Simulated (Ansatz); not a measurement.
# Pressure series in ScAl3

The parent structure is ScAl$_{3}$ in the Cu3Au type structure (space group Pm-3m, No. 221; a = 4.1055 Å).

Cell and atoms are relaxed at each pressure.

The values are results of Ansatz (a first-principles code), PBE, PAW, cutoff 420 eV, no spin-orbit coupling, not measurements.

```
pressure (GPa)  volume per atom (Å³/atom)
--------------  -------------------------
-1                                 17.507
0                                  17.300
0.9                                17.128
2.1                                16.906
4.5                                     ?
9                                  15.860
15                                 15.158
22.5                               14.446
30                                 13.861
```

**Question.** Fit the third-order Birch–Murnaghan form P(V) = (3B₀/2)[(V₀/V)^(7/3) − (V₀/V)^(5/3)]·[1 + (3/4)(B₀′ − 4)((V₀/V)^(2/3) − 1)] (squares taken in P) to the rows shown and predict the withheld row.

**Answer.** Least squares on the printed values gives V₀ = 17.301 Å³/atom, B₀ = 87.3 GPa, B₀′ = 4.0; this predicts 16.507 Å³/atom, and the run gives 16.506 Å³/atom, in agreement.

Load acts through the strain it causes; cell and atoms are relaxed under it. No phonon test of stability was made. Competing high-pressure phases were not computed. All final runs are without spin polarisation.
